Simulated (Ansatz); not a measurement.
Effect of isotropic strain +3.85 % on BaTiO3

The reference is BaTiO3 (space group Amm2, No. 38; a = 3.964 Å, b = 5.716 Å, c = 5.748 Å).

Now apply this change: an isotropic linear strain of +3.85 %; the atoms relax in the strained cell.

All numbers come from r2SCAN (Ansatz, a first-principles code; PAW; 500 eV plane waves; no spin-orbit coupling), earlier PAW set. k-mesh 8×8×8 (Γ-centred); smearing 0.05 eV (Fermi–Dirac).

| quantity | base | changed | shift |
|---|---|---|---|
| shortest interatomic distance | 1.853 Å | 1.815 Å | -0.038 Å |
| energy relative to the base (free energy F) | 0 meV/atom | +57 meV/atom | +57 meV/atom |
| pressure (mean of the normal stresses, compression positive) | 0.00 GPa | -10.29 GPa | -10.29 GPa |
| band gap | 2.66 eV | 2.95 eV | +0.29 eV |
| gap character | indirect, T → Γ | indirect, T → Γ–Z (33 % along) | – |
| smallest direct gap | 3.09 eV | 3.41 eV | +0.32 eV |
| width of the top valence band | 1.11 eV | 1.11 eV | 0.00 eV |

Final structure:

```xyz
5
Lattice="4.1167 0.0000 0.0000 0.0000 2.9680 2.9847 0.0000 -2.9680 2.9847" Properties=species:S:1:pos:R:3 pbc="T T T"
Ba     0.0000     0.0000     0.0851
Ti     2.0583     0.0000     3.1731
O      2.0583     1.4005     4.3270
O      2.0583    -1.4005     4.3270
O      0.0000     0.0000     2.8910
```

Whether these cells are dynamically stable was not tested. The final runs are not spin-polarised. This is not the structure that BaTiO3 has at room temperature and ambient pressure.
